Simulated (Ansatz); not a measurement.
Consider O vacancy in polar orthorhombic HfO2, charge state +2. These are PBE, PAW (plane waves to 420 eV; Ansatz, a first-principles code) values and carry that method's errors.

Cell of 96 host sites held at the relaxed PBE lattice; the Γ point alone; Fermi-Dirac width 0.01 eV, spin-restricted; finite-size errors left in. Energies are static. Spin-orbit coupling is left out. The host's phase is taken as given; its stability against other phases was not computed. The charge state is imposed; whether it is stable for some Fermi level was not computed. Forms of the defect that were not tried may lie lower. The start lies 0.16 eV above the lowest site run (PBE).

Barriers: single points on a 2×2×2 k-point mesh shifted by half a step at the bands' geometries.

Relaxed starting cell (atoms counted from 1):

```yaml
crystal:
  lattice:
    - [10.58774, 0.00000, 0.00000]
    - [0.00000, 10.13816, 0.00000]
    - [0.00000, 0.00000, 10.20243]
  atoms:
    - { symbol: Hf, position: [0.27857, 0.37525, 0.12215] }
    - { symbol: Hf, position: [0.26699, 0.37000, 0.63054] }
    - { symbol: Hf, position: [0.26591, 0.86370, 0.12518] }
    - { symbol: Hf, position: [0.26836, 0.86097, 0.63099] }
    - { symbol: Hf, position: [0.76900, 0.36694, 0.13035] }
    - { symbol: Hf, position: [0.76213, 0.36794, 0.63428] }
    - { symbol: Hf, position: [0.76528, 0.86511, 0.12740] }
    - { symbol: Hf, position: [0.76559, 0.86671, 0.63012] }
    - { symbol: Hf, position: [0.48241, 0.36655, 0.38001] }
    - { symbol: Hf, position: [0.48680, 0.36262, 0.87609] }
    - { symbol: Hf, position: [0.48420, 0.86279, 0.37646] }
    - { symbol: Hf, position: [0.48552, 0.86662, 0.87999] }
    - { symbol: Hf, position: [0.97449, 0.37912, 0.39207] }
    - { symbol: Hf, position: [0.98424, 0.36771, 0.88330] }
    - { symbol: Hf, position: [0.98467, 0.87120, 0.37764] }
    - { symbol: Hf, position: [0.98394, 0.86636, 0.87628] }
    - { symbol: Hf, position: [0.24926, 0.11146, 0.40109] }
    - { symbol: Hf, position: [0.23442, 0.12970, 0.87936] }
    - { symbol: Hf, position: [0.23391, 0.63338, 0.37729] }
    - { symbol: Hf, position: [0.23387, 0.63235, 0.87870] }
    - { symbol: Hf, position: [0.73208, 0.13206, 0.38273] }
    - { symbol: Hf, position: [0.73404, 0.13168, 0.88014] }
    - { symbol: Hf, position: [0.73213, 0.63555, 0.38104] }
    - { symbol: Hf, position: [0.73417, 0.63148, 0.88018] }
    - { symbol: Hf, position: [0.01121, 0.12277, 0.12614] }
    - { symbol: Hf, position: [0.01328, 0.13640, 0.62894] }
    - { symbol: Hf, position: [0.01531, 0.63423, 0.12743] }
    - { symbol: Hf, position: [0.01739, 0.63716, 0.63024] }
    - { symbol: Hf, position: [0.51600, 0.13171, 0.12973] }
    - { symbol: Hf, position: [0.51565, 0.13287, 0.62938] }
    - { symbol: Hf, position: [0.51857, 0.63384, 0.12930] }
    - { symbol: Hf, position: [0.51746, 0.63230, 0.62990] }
    - { symbol: O, position: [0.43407, 0.46656, 0.05415] }
    - { symbol: O, position: [0.43153, 0.46779, 0.55553] }
    - { symbol: O, position: [0.43198, 0.96547, 0.05736] }
    - { symbol: O, position: [0.42274, 0.97485, 0.54473] }
    - { symbol: O, position: [0.93100, 0.46869, 0.05561] }
    - { symbol: O, position: [0.92863, 0.46990, 0.56409] }
    - { symbol: O, position: [0.93040, 0.96306, 0.05320] }
    - { symbol: O, position: [0.93204, 0.97106, 0.55367] }
    - { symbol: O, position: [0.31344, 0.46125, 0.30482] }
    - { symbol: O, position: [0.31912, 0.46651, 0.80630] }
    - { symbol: O, position: [0.31770, 0.95630, 0.30414] }
    - { symbol: O, position: [0.31859, 0.96625, 0.80644] }
    - { symbol: O, position: [0.81359, 0.46991, 0.30912] }
    - { symbol: O, position: [0.81800, 0.46366, 0.81192] }
    - { symbol: O, position: [0.82488, 0.97556, 0.29976] }
    - { symbol: O, position: [0.81771, 0.96622, 0.80529] }
    - { symbol: O, position: [0.07882, 0.04855, 0.30531] }
    - { symbol: O, position: [0.06502, 0.03656, 0.80914] }
    - { symbol: O, position: [0.07067, 0.52482, 0.30031] }
    - { symbol: O, position: [0.06785, 0.53326, 0.80665] }
    - { symbol: O, position: [0.56666, 0.03304, 0.30759] }
    - { symbol: O, position: [0.56769, 0.03175, 0.80441] }
    - { symbol: O, position: [0.56469, 0.53387, 0.30868] }
    - { symbol: O, position: [0.56898, 0.53138, 0.80586] }
    - { symbol: O, position: [0.18092, 0.03048, 0.05377] }
    - { symbol: O, position: [0.18052, 0.03148, 0.56835] }
    - { symbol: O, position: [0.18359, 0.53608, 0.05530] }
    - { symbol: O, position: [0.17945, 0.53248, 0.55387] }
    - { symbol: O, position: [0.68096, 0.03196, 0.05590] }
    - { symbol: O, position: [0.68032, 0.03217, 0.55504] }
    - { symbol: O, position: [0.68260, 0.53295, 0.05910] }
    - { symbol: O, position: [0.68331, 0.53562, 0.55813] }
    - { symbol: O, position: [0.13516, 0.26977, 0.75517] }
    - { symbol: O, position: [0.13376, 0.76852, 0.25394] }
    - { symbol: O, position: [0.13529, 0.76846, 0.75340] }
    - { symbol: O, position: [0.63754, 0.26640, 0.25556] }
    - { symbol: O, position: [0.63473, 0.26652, 0.75566] }
    - { symbol: O, position: [0.63523, 0.76959, 0.25464] }
    - { symbol: O, position: [0.63640, 0.76748, 0.75513] }
    - { symbol: O, position: [0.11658, 0.27187, 0.02814] }
    - { symbol: O, position: [0.11673, 0.26417, 0.48402] }
    - { symbol: O, position: [0.11414, 0.76841, 0.00247] }
    - { symbol: O, position: [0.11605, 0.77058, 0.50274] }
    - { symbol: O, position: [0.61534, 0.26827, 0.00549] }
    - { symbol: O, position: [0.61227, 0.26929, 0.50605] }
    - { symbol: O, position: [0.61557, 0.76819, 0.00498] }
    - { symbol: O, position: [0.61349, 0.77021, 0.50568] }
    - { symbol: O, position: [0.36723, 0.23116, 0.00199] }
    - { symbol: O, position: [0.36645, 0.23480, 0.50824] }
    - { symbol: O, position: [0.36605, 0.72975, 0.00253] }
    - { symbol: O, position: [0.36547, 0.73013, 0.50323] }
    - { symbol: O, position: [0.86511, 0.22841, 0.00564] }
    - { symbol: O, position: [0.86012, 0.23516, 0.50696] }
    - { symbol: O, position: [0.86450, 0.73121, 0.00331] }
    - { symbol: O, position: [0.86631, 0.73616, 0.50176] }
    - { symbol: O, position: [0.37345, 0.22792, 0.25452] }
    - { symbol: O, position: [0.38557, 0.23070, 0.75375] }
    - { symbol: O, position: [0.38429, 0.72578, 0.25278] }
    - { symbol: O, position: [0.38647, 0.73286, 0.75299] }
    - { symbol: O, position: [0.90532, 0.24458, 0.25353] }
    - { symbol: O, position: [0.88554, 0.23229, 0.75567] }
    - { symbol: O, position: [0.88617, 0.73433, 0.25439] }
    - { symbol: O, position: [0.88536, 0.73099, 0.75290] }
```
Cell charge +2.

End state 1 differs by these moves (Å; atoms that move under 0.08 Å are left out):

| atom | element | Δx | Δy | Δz |
|---|---|---|---|---|
| 1 | Hf | -0.14 | -0.08 | 0.11 |
| 2 | Hf | 0.09 | 0.09 | 0.11 |
| 4 | Hf | -0.03 | 0.10 | -0.04 |
| 5 | Hf | -0.06 | -0.05 | -0.05 |
| 10 | Hf | 0.01 | 0.05 | 0.08 |
| 13 | Hf | -0.03 | -0.04 | -0.21 |
| 15 | Hf | -0.01 | -0.08 | -0.03 |
| 17 | Hf | -0.11 | 0.11 | -0.26 |
| 25 | Hf | 0.05 | 0.07 | 0.03 |
| 26 | Hf | -0.13 | -0.26 | 0.22 |
| 33 | O | -0.02 | -0.03 | 0.08 |
| 38 | O | 0.08 | -0.09 | -0.10 |
| 40 | O | 0.00 | -0.15 | 0.00 |
| 41 | O | 0.06 | 0.07 | 0.00 |
| 42 | O | 0.02 | 0.03 | 0.08 |
| 47 | O | -0.07 | -0.11 | 0.07 |
| 48 | O | 0.10 | 0.08 | -0.11 |
| 49 | O | -0.10 | -0.19 | -0.02 |
| 50 | O | 0.05 | -0.06 | 0.09 |
| 51 | O | -0.04 | 0.11 | 0.05 |
| 57 | O | 0.04 | 0.06 | 0.05 |
| 58 | O | -0.10 | 0.17 | -0.14 |
| 60 | O | 0.00 | -0.08 | -0.04 |
| 65 | O | -0.02 | -0.06 | -0.22 |
| 72 | O | -0.02 | -0.03 | -0.24 |
| 73 | O | 0.18 | 0.07 | -2.10 |
| 81 | O | -0.23 | 0.10 | -0.05 |
| 85 | O | 0.17 | -0.08 | -0.03 |
| 87 | O | -0.01 | -0.11 | 0.01 |
| 88 | O | 0.12 | 0.00 | 0.01 |
| 92 | O | -0.24 | -0.14 | -0.02 |

Question: Estimate the forward and backward barriers to end state 1 that PBE, PAW returns for this input.

Answer: forward 0.50 eV, backward 0.50 eV; at the saddle point atom 73 has neighbours 2 Hf at 1.99 Å. The saddle point's order was not checked.

End state 2 differs by these moves (Å; atoms that move under 0.08 Å are left out):

```json
[
 {"atom": "1", "element": "Hf", "Δx": "-0.13", "Δy": "-0.08", "Δz": "0.08"},
 {"atom": "5", "element": "Hf", "Δx": "-0.08", "Δy": "0.10", "Δz": "-0.04"},
 {"atom": "13", "element": "Hf", "Δx": "0.26", "Δy": "0.09", "Δz": "0.09"},
 {"atom": "17", "element": "Hf", "Δx": "-0.18", "Δy": "0.22", "Δz": "-0.22"},
 {"atom": "18", "element": "Hf", "Δx": "0.03", "Δy": "0.07", "Δz": "-0.03"},
 {"atom": "21", "element": "Hf", "Δx": "-0.08", "Δy": "-0.12", "Δz": "0.09"},
 {"atom": "23", "element": "Hf", "Δx": "0.03", "Δy": "-0.08", "Δz": "-0.04"},
 {"atom": "25", "element": "Hf", "Δx": "0.18", "Δy": "0.01", "Δz": "-0.04"},
 {"atom": "26", "element": "Hf", "Δx": "0.04", "Δy": "-0.07", "Δz": "0.02"},
 {"atom": "36", "element": "O", "Δx": "0.11", "Δy": "-0.11", "Δz": "0.14"},
 {"atom": "43", "element": "O", "Δx": "-0.03", "Δy": "0.09", "Δz": "0.05"},
 {"atom": "45", "element": "O", "Δx": "0.16", "Δy": "-0.19", "Δz": "-0.04"},
 {"atom": "49", "element": "O", "Δx": "-0.16", "Δy": "-0.11", "Δz": "-0.01"},
 {"atom": "51", "element": "O", "Δx": "-0.03", "Δy": "0.18", "Δz": "0.04"},
 {"atom": "54", "element": "O", "Δx": "0.00", "Δy": "0.04", "Δz": "0.08"},
 {"atom": "55", "element": "O", "Δx": "0.11", "Δy": "-0.10", "Δz": "-0.09"},
 {"atom": "58", "element": "O", "Δx": "0.01", "Δy": "0.00", "Δz": "-0.13"},
 {"atom": "60", "element": "O", "Δx": "-0.07", "Δy": "-0.08", "Δz": "-0.09"},
 {"atom": "62", "element": "O", "Δx": "-0.02", "Δy": "-0.03", "Δz": "0.09"},
 {"atom": "64", "element": "O", "Δx": "-0.01", "Δy": "-0.07", "Δz": "-0.05"},
 {"atom": "68", "element": "O", "Δx": "0.19", "Δy": "-0.12", "Δz": "-0.02"},
 {"atom": "72", "element": "O", "Δx": "0.01", "Δy": "-0.04", "Δz": "-0.27"},
 {"atom": "73", "element": "O", "Δx": "0.00", "Δy": "0.00", "Δz": "0.25"},
 {"atom": "79", "element": "O", "Δx": "0.03", "Δy": "-0.07", "Δz": "-0.04"},
 {"atom": "84", "element": "O", "Δx": "0.02", "Δy": "-0.01", "Δz": "0.23"},
 {"atom": "85", "element": "O", "Δx": "0.07", "Δy": "0.00", "Δz": "-0.24"},
 {"atom": "88", "element": "O", "Δx": "0.15", "Δy": "0.05", "Δz": "0.01"},
 {"atom": "92", "element": "O", "Δx": "2.31", "Δy": "0.27", "Δz": "0.01"}
]
```

Question: Predict the forward and backward barriers to end state 2 from PBE, PAW.

Answer: forward 0.70 eV, backward 0.70 eV; at the saddle point atom 92 has neighbours Hf at 1.97, Hf at 2.00 Å. The saddle point's order was not checked.
